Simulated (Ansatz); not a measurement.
## Al: energy against strain

Al (fcc, Fm-3m, 16.186 Å³/atom at rest, cube axes along x, y and z) under a strain ε along a cube axis (axis z), the other axes held. PBEsol in Ansatz, a plane-wave DFT program (PAW, default set), 420 eV, 28×28×28 Γ-centred mesh, Fermi-Dirac smearing 0.10 eV; ions are relaxed within the symmetry of each cell.

Here s stands for strain and y for E less E0.

```
strain (%)  E less E0 (meV/atom)
----------  --------------------
-1.50                       1.16
-1.00                       0.49
-0.50                       0.10
0.00                        0.00
0.50                        0.16
1.00                        0.58
1.50                        1.26
3.00                           ?
```

**Question.** Fit y against s with a parabola, and predict the withheld value at s = 3.00.

**Answer.** Least squares gives y = -0.003 + 0.0386·s + 0.5390·s². Residuals (row less fit): 0.008, -0.007, -0.012, 0.003, 0.009, 0.005, -0.008; standard error 0.011 (degrees of freedom: 4). Twice the quadratic coefficient over the volume, 2 × 0.5390 meV × 10⁴ × 0.1602 / 16.186 Å³, is the elastic constant C11 = 107 ± 0.9 GPa. At the withheld row, y = -0.003 + 0.0386 × 3.0 + 0.5390 × 3.0² = 4.964 meV/atom. The calculation gives 4.72 meV/atom, 0.244 meV/atom below the prediction (5.2 % of the range of y in the table). The row lies outside the fitted rows, so this is an extrapolation. From the scatter of the fitted rows alone, a prediction at this place has a standard error of 0.041 meV/atom, so the miss is 6.0 times that.

One order more, fitted to all 13 runs of the series, follows each within 0.03, so the miss is the next term of a smooth law. In a metal these values are sensitive to mesh and smearing; energies are taken to zero smearing, stresses follow the free energy. Rows are the converged runs of the series near zero and its far end; series whose fitted rows scatter by over a few per cent of the range, as at a crossing or softening among them, aren't shown in this form. Most that stay on the fit to the last digits aren't either.
